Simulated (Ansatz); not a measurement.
**Effect of isotropic strain −0.50 % on MgB2**

The reference is MgB2 (space group P6/mmm, No. 191; a = 3.0753 Å, c = 3.5248 Å; relaxed with 0.1 eV smearing).

The change: every lattice vector is shortened by 0.50 %; the atoms relax in the strained cell.

Level of theory: PBE in Ansatz (plane waves to 420 eV, PAW, spin-orbit coupling left out). k-mesh 22×22×16 (Γ-centred); smearing 0.1 eV (Fermi–Dirac).

The volume per atom decreases by 0.14 Å³ (9.62 Å³ → 9.48 Å³) and the space group is still P6/mmm (No. 191). The energy goes up by 1.0 meV/atom and the pressure (mean of the normal stresses, compression positive) goes from zero to 2.4 GPa. The band gap stays zero.

Final structure:

```yaml
crystal:
  lattice:
    - [3.05992, 0.00000, 0.00000]
    - [-1.52996, 2.64997, 0.00000]
    - [0.00000, 0.00000, 3.50720]
  atoms:
    - { symbol: Mg, position: [0.00000, 0.00000, 0.00000] }
    - { symbol: B, position: [0.66667, 0.33333, 0.50000] }
    - { symbol: B, position: [0.33333, 0.66667, 0.50000] }
```

Whether these cells are dynamically stable was not tested. All final runs are without spin polarisation.

Ansatz is a first-principles code.
